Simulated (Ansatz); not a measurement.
## TaC under a change: pressure 30 GPa

Base system: TaC in the rock salt structure (space group Fm-3m, No. 225; a = 4.476 Å).

One thing is altered: a hydrostatic pressure of 30 GPa.

All numbers come from Kohn–Sham DFT with the PBE functional, run in Ansatz (a quantum-chemistry and plane-wave program) with PAW and 420 eV plane waves, without spin-orbit coupling, earlier PAW set. Settings: 18×18×18 k-points, 0.05 eV Fermi–Dirac smearing.

```tsv
quantity	base	changed	shift
volume per atom	11.21 Å³	10.36 Å³	-0.85 Å³
density	14.29 g/cm³	15.46 g/cm³	+1.17 g/cm³
lattice parameter a	4.476 Å	4.360 Å	-0.116 Å
shortest interatomic distance	2.238 Å	2.180 Å	-0.058 Å
enthalpy H = E + PV relative to the base's energy	–	+2.01 eV/atom	–
band gap	zero	zero	–
```

Final structure:

```
TaC
1.0
    0.00000     2.18014     2.18014
    2.18014     0.00000     2.18014
    2.18014     2.18014     0.00000
C Ta
1 1
Direct
  0.00000   0.00000   0.00000
  0.50000   0.50000   0.50000
```

Load acts through the strain it causes; cell and atoms are relaxed under it. Whether these cells are dynamically stable was not tested. Competing high-pressure phases were not computed. The final runs are not spin-polarised. An odd electron count without spin: TaC.
